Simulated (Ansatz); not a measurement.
# CH3 on the 1x1 (110) surface of bcc Ta, one in a 2x2 cell, started at the site 'hollow Ta-Ta-Ta'

All values below come from PBE (plane waves to 420 eV, PAW; Ansatz, an electronic-structure program).

Model: 20-atom slab, 6.8 Å thick at the start under the adsorbate (thin: gaps and levels are the slab's own), 5x5x1 mesh, Fermi-Dirac 0.1 eV, dipole correction, 8 atoms held, the rest relaxed; no symmetry held; no spin, no spin-orbit, no U, no dispersion correction. At the end it is bonded to 3 Ta. In PBE it is, or lies within 0.03 eV of, the lowest of the starts that converged.

```
Item                                                                                                                      Result
--------------------------------------------------------------------------------------  ----------------------------------------
adsorption energy against CH4(g) − ½ H2(g)                                                                             -0.072 eV
work function of the top face                                                                                            3.76 eV
change of the work function                                                                                             -1.01 eV
change of the step from the bottom to the top vacuum level, against the clean slab                                      -1.00 eV
energy released by relaxation                                                                                            0.28 eV
height of the binding atom over the mean of the host atoms within 0.3 Å of the top one                                   1.731 Å
nearest host atoms of the binding atom                                                  Ta at 2.43 Å, Ta at 2.46 Å, Ta at 2.46 Å
largest move of a host atom                                                                                               0.07 Å
cost                                                                                              around 13 core-minutes (rough)
```

A negative adsorption energy means that the adsorbate is more stable on the surface than in its reference.
